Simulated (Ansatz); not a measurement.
C (model structure, started from the Ge type, P4₃2₁2, No. 96, 12 atoms in the cell) was calculated with LDA (Ansatz, an electronic-structure program, plane waves, PAW).

Run with plane-wave cutoff 520 eV, 8×8×8 k mesh, Fermi–Dirac smearing 0.01 eV, scalar-relativistic PAW data made under PBE.

Cell (relaxed at this level):

```
CELL_PARAMETERS angstrom
      3.76060     0.00000     0.00000
      0.00000     3.76060     0.00000
      0.00000     0.00000     4.62093
ATOMIC_POSITIONS crystal
  C  0.07572 0.07572 0.00000
  C  0.42428 0.57572 0.75000
  C  0.92428 0.92428 0.50000
  C  0.57572 0.42428 0.25000
  C  0.16654 0.37940 0.21728
  C  0.12060 0.66654 0.96728
  C  0.83346 0.62060 0.71728
  C  0.87940 0.33346 0.46728
  C  0.66654 0.12060 0.03272
  C  0.62060 0.83346 0.28272
  C  0.33346 0.87940 0.53272
  C  0.37940 0.16654 0.78272
```

Question: Give the computed band gap.

Answer: 
- band gap: 5.02 eV (on the SCF k mesh)

Note: the relaxation could raise the start's symmetry but not lower it, so the cell can be a saddle point.

It cost very roughly 4 core-minutes of CPU time.

A model structure was made by putting elements into a prototype or built by hand; it is no filed structure, need not be a known phase, and can be a saddle point held by its symmetry.
